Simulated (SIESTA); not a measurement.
Several settings converged on CrO2 (Cmm2, 6 atoms in the cell)

```
CrO2
1.0
    4.44210     0.00000     0.00000
    0.00000     4.44210     0.00000
    0.00000     0.00000     2.93460
Cr O
2 4
Cartesian
  0.00000   0.00000   0.05000
  2.22105   2.22105   1.46730
  1.34596   1.34596   0.00000
  3.56701   0.87509   1.46730
  0.87509   3.56701   1.46730
  3.09614   3.09614   0.00000
```
Moments meant for the start (each program seeds them in its own way; μB, in the order of the atoms Cr Cr O O O O): 2.5 2.5 0.0 0.0 0.0 0.0.

Base method: GGA PBEsol, numerical atomic orbitals DZP, PseudoDojo PBEsol standard norm-conserving potentials (rewritten from UPF to PSML) in SIESTA 5.4.2.

Base settings: XC.functional = GGA; XC.authors = PBEsol; potentials = PseudoDojo PBEsol standard; PAO.BasisSize = DZP; PAO.EnergyShift = 0.01 Ry; MeshCutoff = 350 Ry; kgrid.MonkhorstPack = 3 3 4; OccupationFunction = FD; ElectronicTemperature = 100 meV; Spin = polarized.

Core times come from one kind of shared machine, to one figure; runs under 30 s give none.

**The cutoff of the real-space grid**

The mesh stays at the base's, so the ladder's end is converged at best in this setting alone.

Only quantities that move along the ladder and can be compared are tabulated.

| MeshCutoff | free energy less the last step's (meV/atom) | pressure (GPa) | largest difference of a force vector from the last step's (eV/Å) | core time / last (rough) |
|---|---|---|---|---|
| 122 Ry (126 Ry used) | 0.31 | -9.98 | 0.037 | 0.2 |
| 158 Ry (182 Ry used) | 1.48 | -10.26 | 0.022 | 0.4 |
| 193 Ry (224 Ry used) | 0.10 | -10.22 | 0.010 | 0.3 |
| 245 Ry (289 Ry used) | 0.06 | -10.11 | 0.009 | 0.3 |
| 315 Ry (323 Ry used) | 0.00 | -10.24 | 0.009 | 0.5 |
| 350 Ry (350 Ry used) | -0.03 | -10.11 | 0.006 | 0.4 |
| 420 Ry (504 Ry used) | -0.02 | -10.10 | 0.013 | 0.8 |
| 700 Ry (726 Ry used) | 0.00 | -10.20 | 0.000 | 1 |

Coarsest MeshCutoff that holds the pressure within 0.2 GPa: not settled: the last two steps still differ by 0.10 GPa, over half the tolerance, so the ladder does not show it.

Coarsest MeshCutoff that holds the forces within 0.02 eV/Å: not settled: the last two steps still differ by 0.013 eV/Å, over half the tolerance, so the ladder does not show it.

Coarsest MeshCutoff that holds the free energy within 0.5 meV/atom of the last step, with all finer ones: 193 Ry (224 Ry used), at about 0.3 of the last step's time; the step before is off by 1.5 meV/atom.

**The setting basis size**

Level: DFT, GGA PBEsol, numerical atomic orbitals TZP, PseudoDojo PBEsol standard norm-conserving potentials (rewritten from UPF to PSML).

Moved along: PAO.BasisSize.

The second cell is the first with its lattice scaled by 0.98.

The mesh stays at the base's, so the ladder's end is converged at best in this setting alone.

The sets are ordered by size and need not be nested.

Only quantities that move along the ladder and can be compared are tabulated.

```tsv
basis (functions)	energy of the compressed cell less the first (meV/atom)	pressure (GPa)	largest difference of a force vector from the last step's (eV/Å)	core time / last (rough)
SZ (36)	-59.16	-23.47	0.079	–
SZP (62)	-13.16	-11.06	0.108	0.8
DZ (64)	-24.47	-14.39	0.043	0.5
DZP (90)	-10.24	-10.11	0.009	0.8
TZP (118)	-18.02	-12.37	0.000	1
```

Coarsest basis (functions) that holds the pressure within 1 GPa: not settled: the last two steps still differ by 2.3 GPa, over half the tolerance, so the ladder does not show it.

Coarsest basis (functions) that holds the energy of the compressed cell less the first within 2 meV/atom: not settled: the last two steps still differ by 7.8 meV/atom, over half the tolerance, so the ladder does not show it.

Coarsest basis (functions) that holds the forces within 0.02 eV/Å of the last step, with all finer ones: DZP (90); the step before is off by 0.043 eV/Å.

**The relaxed cell against the cutoff**

On CrO₂ (P4_2/mnm, 6 atoms in the cell): atoms on their sites.

In this ladder: MD.TypeOfRun = CG; MD.Steps = 40; MD.MaxForceTol = 0.02 eV/Ang; MD.VariableCell = true; MD.MaxStressTol = 0.05 GPa.

The mesh stays at the base's, so the ladder's end is converged at best in this setting alone.

Only quantities that move along the ladder and can be compared are tabulated.

| MeshCutoff | relaxed volume (Å³/atom) | relaxation steps | core time / last (rough) |
|---|---|---|---|
| 175 Ry (187 Ry used) | 9.243 | 12 | 0.6 |
| 245 Ry (298 Ry used) | 9.261 | 10 | 1 |
| 350 Ry (360 Ry used) | 9.251 | 10 | 1 |
| 420 Ry (429 Ry used) | 9.254 | 8 | 1 |

Coarsest MeshCutoff that holds the relaxed volume within 0.009 Å³/atom of the last step, with all finer ones: 245 Ry (298 Ry used); the step before is off by 0.011 Å³/atom.

On the base run: the starting cell has typed, rounded lattice constants, without a prior relaxation at this level. Its lattice was rescaled by up to half a per cent. One atom was moved a little off its site on purpose. The magnetic order is the one reached from the typed start; others were not searched systematically. Values carry the incompleteness of an atom-centred basis. Without a gap this mesh is coarse (it stands for a supercell whose shortest vector is 12 Å).

Left out of this page: 1 run of the series failed or unconverged.
